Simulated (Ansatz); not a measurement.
**Several settings converged on ZrCu₅ (R3m, 6 atoms in the cell)**

```yaml
crystal:
  lattice:
    - [0.00000, 3.42178, 3.42178]
    - [3.42178, 0.00000, 3.42178]
    - [3.42178, 3.42178, 0.00000]
  atoms:
    - { symbol: Zr, position: [0.00422, 0.00422, 0.00422] }
    - { symbol: Cu, position: [0.75000, 0.75000, 0.75000] }
    - { symbol: Cu, position: [0.37589, 0.87233, 0.37589] }
    - { symbol: Cu, position: [0.37589, 0.37589, 0.37589] }
    - { symbol: Cu, position: [0.87233, 0.37589, 0.37589] }
    - { symbol: Cu, position: [0.37589, 0.37589, 0.87233] }
```

Base method: LDA (PW92), default PAW files made with PBE (plane waves; Ansatz, an electronic-structure program).

Base settings: basis.ecutwfc = 420 eV; kpoints.mp_grid.grid = 5 5 5; hamiltonian.xc = lda; hamiltonian.pseudopotentials = {kind: paw} (the program's default PAW files); scf.occupations.method = fermi_dirac; scf.occupations.width = 0.1 eV.

The count of work is k-points × plane waves × bands × iterations; it is no time. 

**The cutoff for other potential files**

Level: DFT, LDA (PW92), plane waves, harder PAW files (source: ansatz) made with PBE.

In this ladder: hamiltonian.pseudopotentials = {kind: paw, source: ansatz}.

The second cell is the first with its lattice scaled by 0.98.

The mesh stays at the base's, so the ladder's end is converged at best in this setting alone.

The first pressure column holds Ansatz's estimate of the finite-basis (Pulay) stress, which hides part of the cutoff error; the other is without it.

Only quantities that move along the ladder and can be compared are tabulated.

| basis.ecutwfc | free energy less the last step's (meV/atom) | energy of the compressed cell less the first (meV/atom) | pressure (GPa) | pressure without the Pulay estimate (GPa) | largest difference of a force vector from the last step's (eV/Å) | count of work / last |
|---|---|---|---|---|---|---|
| 315 eV | 21948.22 | 161.99 | 7.43 | -1278.65 | 0.237 | 0.10 |
| 385 eV | 4156.59 | 51.02 | -8.12 | -318.18 | 0.073 | 0.14 |
| 490 eV | 283.07 | -22.30 | -8.75 | -39.35 | 0.006 | 0.21 |
| 595 eV | 14.58 | -21.79 | -8.85 | -10.58 | 0.001 | 0.28 |
| 700 eV | 4.11 | -21.92 | -8.86 | -8.92 | 0.000 | 0.36 |
| 840 eV | 3.08 | -21.93 | -8.86 | -8.92 | 0.000 | 0.47 |
| 1050 eV | 0.91 | -21.94 | -8.86 | -8.94 | 0.000 | 0.65 |
| 1400 eV | 0.00 | -21.94 | -8.86 | -8.87 | 0.000 | 1.0 |

Coarsest basis.ecutwfc that holds the forces within 0.02 eV/Å of the last step, with all finer ones: 490 eV, at 0.21 of the last step's count of work; the step before is off by 0.073 eV/Å.

Coarsest basis.ecutwfc that holds the pressure within 0.1 GPa of the last step, with all finer ones: 595 eV, at 0.28 of the last step's count of work; the step before is off by 0.11 GPa.

Coarsest basis.ecutwfc that holds the energy of the compressed cell less the first within 1 meV/atom of the last step, with all finer ones: 490 eV, at 0.21 of the last step's count of work; the step before is off by 73 meV/atom.

The energy difference between the two cells stays within 1 meV/atom of the last step's from 490 eV on, the total only from 1050 eV on: much of the error is common to both cells and cancels.

At the lowest cutoff the pressure without the Pulay estimate lies 1270 GPa under the last step's, the usual sign of Pulay stress in an incomplete plane-wave basis.

**The density cutoff**

The second cell is the first with its lattice scaled by 0.98.

The mesh stays at the base's, so the ladder's end is converged at best in this setting alone.

Only quantities that move along the ladder and can be compared are tabulated.

| basis.ecutrho_ratio | free energy less the last step's (meV/atom) | energy of the compressed cell less the first (meV/atom) | pressure (GPa) |
|---|---|---|---|
| 2 | -11.50 | -19.47 | -7.95 |
| 3 | -0.34 | -21.88 | -8.83 |
| 4 | 0.00 | -21.92 | -8.85 |
| 5 | 0.00 | -21.92 | -8.85 |
| 6 | 0.00 | -21.92 | -8.85 |
| 8 | 0.00 | -21.92 | -8.85 |
| 10 | 0.00 | -21.92 | -8.85 |
| 12 | 0.00 | -21.92 | -8.85 |
| 16 | 0.00 | -21.92 | -8.85 |

Coarsest basis.ecutrho_ratio that holds the energy of the compressed cell less the first within 0.2 meV/atom of the last step, with all finer ones: 3; the step before is off by 2.5 meV/atom.

Coarsest basis.ecutrho_ratio that holds the free energy within 1 meV/atom of the last step, with all finer ones: 3; the step before is off by 12 meV/atom.

Coarsest basis.ecutrho_ratio that holds the pressure within 0.5 GPa of the last step, with all finer ones: 3; the step before is off by 0.90 GPa.

**The relaxed cell against the cutoff**

On ZrCu5 (F-43m, 6 atoms in the cell): atoms on their sites.

In this ladder: relax = cell and atoms.

The mesh stays at the base's, so the ladder's end is converged at best in this setting alone.

Only quantities that move along the ladder and can be compared are tabulated.

| basis.ecutwfc | relaxed volume (Å³/atom) | relaxation steps |
|---|---|---|
| 295 eV | 12.579 | 22 |
| 355 eV | 12.605 | 8 |
| 420 eV | 12.598 | 5 |
| 505 eV | 12.598 | 5 |
| 630 eV | 12.597 | 5 |
| 840 eV | 12.597 | 5 |

Coarsest basis.ecutwfc that holds the relaxed volume within 0.013 Å³/atom of the last step, with all finer ones: 355 eV; the step before is off by 0.018 Å³/atom.

On the base run: the starting cell comes from a database of computed structures (which also holds hypothetical and non-ambient phases and stackings), without a prior relaxation at this level. Its lattice was rescaled by up to half a per cent. One atom was moved a little off its site on purpose. Spin polarisation is off.

Left out of this page: 1 run of the series failed or unconverged; 1 run of the series stopped by limits of time or memory.

Keys are those of Ansatz 0.2.
